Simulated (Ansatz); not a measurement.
A (8,0) carbon nanotube has 32 atoms in a period of 4.267 Å, a mean diameter of 6.37 Å, and lies 199 meV/atom over the flat sheet relaxed at the same level.

Level of theory: PBE (plane waves to 420 eV, PAW; Ansatz, a program for electronic structure). Mesh 1×1×18. No spin polarisation. Isolated but for its images some 11 Å away. An idealised model, rolled from the flat sheet. It keeps the symmetry and period of its start, so it need not be a minimum against all distortions.

Q: Which bending rigidity of the sheet does this imply in the thin-plate picture?

A: A plate bent to radius R stores D/(2R²) an area. The area an atom is π × 6.37 × 4.267/32 = 2.67 Å², so the stored energy is 0.199/2.67 = 0.0745 eV/Å². With R = 3.185 Å, D = 2R² × 0.0745 = 1.5 eV.
